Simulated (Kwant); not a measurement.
Device: wire with a side stub in a Si two-dimensional gas. Effective mass 0.19 mₑ, grid spacing 4.2 nm, hard walls, nominal width 100 nm (23 grid rows, so walls 100.8 nm apart), one parabolic valley, scattering region 300 nm long along x; energies count from the band bottom; Fermi energy swept from 0.00015833 to 0.0018802 eV. Closed stub on one side, 140 nm wide and 98 nm deep.

Constants are typed, rounded textbook-type inputs, not results; the design itself was drawn at random and stands for no fabricated device.

Kwant, effective-mass tight-binding model on a square grid, one spin, coherent transport at 0 K. Conductance is in e²/h.

**Question.** How many channels do the leads carry at E = 1.46 meV?

**Answer.** The hard-wall thresholds are n² ħ²π²/(2mW²) = n² × 0.195 meV with W = 100.8 nm. √(1.46/0.195) = 2.74, so 2.
